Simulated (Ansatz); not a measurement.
**Report: zincblende BeTe (F-43m), uniaxial stress along [111]**

Cell and atoms are relaxed with PBEsol to each stress (compression positive); bands and masses by PBEsol with spin-orbit coupling, rigid bands (plane waves, PAW; Ansatz, a first-principles code). Strains are changes of length against the unloaded cell.

```cif
data_BeTe
_chemical_formula_sum 'Be1 Te1'
_space_group_name_H-M_alt 'P 1'
_space_group_IT_number 1
_cell_length_a 3.96315
_cell_length_b 3.96315
_cell_length_c 3.96315
_cell_angle_alpha 60.000
_cell_angle_beta 60.000
_cell_angle_gamma 60.000
loop_
_space_group_symop_operation_xyz
  'x, y, z'
loop_
_atom_site_label
_atom_site_type_symbol
_atom_site_fract_x
_atom_site_fract_y
_atom_site_fract_z
_atom_site_occupancy
Be1 Be 0.00000 0.00000 0.00000 1
Te1 Te 0.75000 0.75000 0.75000 1
```

```
stress (GPa)  strain [111] (%)  strain [1−10] (%)  gap (eV)  mean mₑ*
------------  ----------------  -----------------  --------  --------
-2.00                     1.73              -0.28     1.503      0.37
-1.00                     0.85              -0.14     1.523      0.36
0                            0                  0     1.541      0.36
1.00                     -0.83               0.15     1.494      0.36
2.00                     -1.65               0.30     1.441      0.36
```

[111] is the direction of the load; [11−2] strains as [1−10]. Masses are conductivity masses at 300 K in electron masses, harmonic means over x, y and z.

Q: From the two loads next to zero, find the Young modulus and the ratio of transverse to axial strain.

A: Between -1.00 and 1.00 GPa the strain along [111] changes by -1.68 % and that along [1−10] by 0.29 %. The modulus is 2.00/0.0168 = 119 GPa and the ratio of the strains 0.17 (PBEsol, atoms relaxed).

Q: How fast does the gap move on either side of zero load?

A: Under tension, (1.503 − 1.541) eV over -2.00 GPa = 19 meV/GPa, or about -2.2 eV per unit strain; under compression, (1.494 − 1.541) eV over 1.00 GPa = -47 meV/GPa, or about 5.7 eV per unit strain. The two slopes part by 66 meV/GPa; gaps are resolved to about 0.01 eV, which allows 15 meV/GPa, so they differ, even in sign: the gap has a turning point near zero load.

Masses are those of dilute carriers in rigid bands with one relaxation time, without polarons. Third decimals of gaps are kept for the arithmetic. Every relaxation keeps the zincblende phase (space group R3m under this load), so a transition, a distortion that breaks the symmetry or fracture can't show.
